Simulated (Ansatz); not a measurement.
Output of an Ansatz run (abridged):

```
WARN the atoms were moved onto the symmetric positions of the space group found under crystal.symmetry.tolerance 1.0e-5 (fractional …
WARN ansatz: RAYON_NUM_THREADS=1 ignored (pool sized by the plan → 1); use --threads N
Pseudopotentials: kind: paw
Pseudopotential: Y, paw, valence charge 11
Pseudopotential: C, paw, valence charge 4
Pseudopotential: N, paw, valence charge 5
Pseudopotential: O, paw, valence charge 6
Crystal: 7 atoms, lattice volume = 98.255 Å³
Basis set: ecut = 420 eV, 1947 PW (Γ)
Bands: 31, of which v1, the nominal top of the filled ones, is band 24 counted from 1 (23 counted from 0)
Symmetry: 12 space group operations
Space group: P-3m1 (ITA 164), of the structure as read, at distance tolerance 4.6e-5 Å
k-points: 25 of 192
PAW frozen core: Y, regenerated for the run's functional, and the local potential with it
PAW frozen core: C, regenerated for the run's functional, and the local potential with it
PAW frozen core: N, regenerated for the run's functional, and the local potential with it
PAW frozen core: O, regenerated for the run's functional, and the local potential with it
Initial density: superposition of atomic densities (neutral atoms: chi_scale 0, normalization atom), corrected by the library's trained network
Initial wavefunctions: pseudopotential atomic-orbital guess
Eigensolver: davidson
Functional: x = slater, c = lda
SCF iter   1: F=—  HF=-9603.113835 eV  |F-HF|=—  |Δ(HF+E_count)|=         —  Δρ=1.31e-2  dr2=1.86e-1  ethr=1.77e-3  ⟨swp⟩=5.3  Hψ=3192  notcnv=0
all-band conjugate gradients solve this SCF's bands
preconditioner: auto → Resta (q_TF=auto, 2.421 Å⁻¹)
SCF iter   2: F=—  HF=-9603.068003 eV  |F-HF|=—  |Δ(HF+E_count)|=   4.58e-2  Δρ=4.90e-3  dr2=2.11e-2  ethr=3.88e-4  ⟨swp⟩=2.0  Hψ=1347  notcnv=0  defer=61
SCF iter   3: F=—  HF=-9603.063557 eV  |F-HF|=—  |Δ(HF+E_count)|=   4.45e-3  Δρ=2.25e-3  dr2=4.24e-3  ethr=4.39e-5  ⟨swp⟩=2.0  Hψ=1127  notcnv=0  defer=61
SCF iter   4: F=—  HF=-9603.062443 eV  |F-HF|=—  |Δ(HF+E_count)|=   1.11e-3  Δρ=6.72e-4  dr2=3.39e-4  ethr=8.83e-6  ⟨swp⟩=2.0  Hψ=1119  notcnv=0  defer=61
SCF iter   5: F=—  HF=-9603.062354 eV  |F-HF|=—  |Δ(HF+E_count)|=   8.95e-5  Δρ=1.61e-4  dr2=2.32e-5  ethr=7.07e-7  ⟨swp⟩=2.2  Hψ=1011  notcnv=0  defer=61
SCF iter   6: F=—  HF=-9603.062353 eV  |F-HF|=—  |Δ(HF+E_count)|=   4.50e-7  Δρ=7.60e-5  dr2=5.33e-6  ethr=4.82e-8  ⟨swp⟩=2.0  Hψ=1172  notcnv=0  defer=61
SCF iter   7: F=—  HF=-9603.062353 eV  |F-HF|=—  |Δ(HF+E_count)|=   2.56e-7  Δρ=1.35e-5  dr2=2.16e-7  ethr=1.11e-8  ⟨swp⟩=2.0  Hψ=1114  notcnv=0  defer=61
SCF iter   8: F=-9603.062353 eV  HF=-9603.062353 eV  |F-HF|=6.38e-9  |Δ(HF+E_count)|=   5.96e-8  Δρ=3.45e-6  dr2=1.15e-8  ethr=2.08e-10  ⟨swp⟩=10.1  Hψ=3289  notcnv=0
SCF 1 converged in 8 iterations: F = -9603.062353 eV  dr2 = 1.15e-8
SCF converged after 8 iterations
Free energy (F): -9603.062353 eV
Harris-Foulkes:  -9603.062353 eV  (|F-HF|=6.38e-9)
Internal energy: -9603.062353 eV  (E = F + TS)
E sigma→0 (E₀):  -9603.062353 eV
Fermi energy:    8.704126 eV
--- Per-component energies (eV) ---
  E_band       = -264.656165
  E_kinetic    = 1309.810043
  E_local      = -2893.542850  (includes V_loc(G=0)·N_el)
  E_nonlocal   = 330.890414
  E_hartree    = 1008.970012
  E_xc         = -655.061937
  E_vxc        = -794.851456  (∫ρ·V_xc dr)
  E_paw        = -6071.403824  (= ΣΔE_a)
  E_vpaw       = -234.907294  (= ΣTr[D̂ρ^β])
  E_aug_tail   = 0.005192  (compensation charges beyond the density's cutoff)
  E_ewald      = -2633.805339
  E_core_change = 1.075935  (= ΣΔE_core)
  E_smearing   = -0.000000  (= −TS)
  E_closure    = 0.000000  (closes the sum)
  Σ components = -9603.062353   (vs F -9603.062353, Δ=0.00e0)
--- Forces (eV/Å), atoms counted from 1 ---
  atom   1  Y     -0.00000000    -0.00000000    -0.32566228
  atom   2  Y      0.00000000     0.00000000     0.32566228
  atom   3  C     -0.00000000     0.00000000     0.00000000
  atom   4  N     -0.00000000     0.00000000    -0.15953084
  atom   5  N      0.00000000    -0.00000000     0.15953084
  atom   6  O     -0.00000000    -0.00000000     0.01880496
  atom   7  O      0.00000000     0.00000000    -0.01880496
  max |Σ_I F_I| component: 1.85e-17 eV/Å
--- Stress (GPa, compression-positive) ---
       -6.717574       0.000000      -0.000000
       -0.000000      -6.717574       0.000000
       -0.000000       0.000000      -8.053360
  P = ⅓ Tr σ = -7.1628 GPa (-71.628 kbar)
  The stress holds the Pulay correction. Without it, at fixed plane waves, as pw.x and ABINIT print it: P = -7.8040 GPa
--- Band table (eV; the first three rows and the last of 25) ---
  k-point 0: bands = ["-33.1904", "-33.1446", "-13.9387", "-13.2069", "-13.1465", "-13.1465", "-13.0807", "-13.0807", "-10.3536", "-8.9329", "-8.7302", "-8.2761", "1.3935", "2.2863", "2.9307", "2.9307", "3.7671", "3.7671", "4.0745", "4.6841", [...]
  k-point 1: bands = ["-33.1904", "-33.1446", "-13.9279", "-13.2280", "-13.1466", "-13.1466", "-13.0806", "-13.0806", "-10.2809", "-9.0037", "-8.8613", "-8.1318", "1.3555", "2.2926", "2.8549", "2.8549", "4.0326", "4.0326", "4.1551", "4.4862", [...]
  k-point 2: bands = ["-33.1827", "-33.1400", "-13.9340", "-13.3299", "-13.1947", "-13.1718", "-13.1669", "-13.0949", "-10.2935", "-8.7778", "-8.6448", "-8.2919", "1.3577", "2.1576", "2.7935", "2.9250", "3.8532", "3.9619", "4.1151", "4.8133", [...]
  k-point 24: bands = ["-33.1239", "-33.1176", "-14.0842", "-14.0467", "-13.4889", "-13.3792", "-13.2494", "-13.2150", "-10.1131", "-8.2807", "-8.0815", "-8.0598", "1.5805", "1.9997", "2.3536", "2.5720", "3.8749", "4.2607", "4.4190", "5.0107", [...]
```

The structure:

```xyz
7
Lattice="3.7175 0.0000 0.0000 -1.8587 3.2194 0.0000 0.0000 0.0000 8.2097" Properties=species:S:1:pos:R:3 pbc="T T T"
Y      0.0000     2.1463     5.5622
Y      1.8587     1.0731     2.6475
C      0.0000     0.0000     0.0000
N      0.0000     0.0000     1.2327
N      0.0000     0.0000     6.9770
O      0.0000     2.1463     3.2565
O      1.8587     1.0731     4.9532
```

**Question.** Write an input that gives this output.

**Answer.** Other spellings and defaults could give the same log, and not every line can be read from it. The input that was run (DFT, LDA (PW92), plane waves, default PAW files made with PBE):

Ansatz 0.2 input:
```yaml
crystal:
  lattice:
    - [3.71748500, 0.00000000, 0.00000000]
    - [-1.85874200, 3.21943600, 0.00000000]
    - [0.00000000, 0.00000000, 8.20970400]
  atoms:
    - { symbol: Y, position: [0.33333300, 0.66666700, 0.67752000] }
    - { symbol: Y, position: [0.66666700, 0.33333300, 0.32248000] }
    - { symbol: C, position: [0.00000000, 0.00000000, 0.00000000] }
    - { symbol: N, position: [0.00000000, 0.00000000, 0.15015000] }
    - { symbol: N, position: [0.00000000, 0.00000000, 0.84985000] }
    - { symbol: O, position: [0.33333300, 0.66666700, 0.39666000] }
    - { symbol: O, position: [0.66666700, 0.33333300, 0.60334000] }
basis:
  ecutwfc: 420.0 eV
kpoints:
  mp_grid: { grid: [8, 8, 3] }
hamiltonian:
  xc: lda
  pseudopotentials: { kind: paw }
scf:
  occupations: { method: fermi_dirac, width: 0.01 eV }
output:
  forces: true
  eigenvalues: true
  stress: true
```

The starting cell comes from a database of computed structures (which also holds hypothetical and non-ambient phases and stackings), without a prior relaxation at this level. Its lattice was rescaled by up to half a per cent. With a pressure of about -7 GPa the cell is away from its equilibrium volume at this level. Ansatz's pressure includes its estimate of the finite-basis (Pulay) stress. Without the estimate this run gives -7.80 GPa.

Ansatz is an electronic-structure program.
